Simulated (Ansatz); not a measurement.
# How the lattice parameter a of GaP (model structure, started from the WC type, P-6m2, No. 187, 2 atoms in the cell) moves with the method

No measured value is used here.

```csv
level (code),value (Å)
PBE (Ansatz),___
PBEsol (Ansatz),3.550
PBE-D3(BJ) (Ansatz),3.548
r²SCAN (Ansatz),3.598
```

Task: Some entries are withheld; supply them.

Result: 
- PBE (Ansatz, an electronic-structure program), value (Å): 3.632

Ansatz's density-functional and Hartree–Fock values are scalar-relativistic unless marked +SOC, with PAW data made under PBE.

A model structure was made by putting elements into a prototype or built by hand; it is no filed structure, need not be a known phase, and can be a saddle point held by its symmetry.
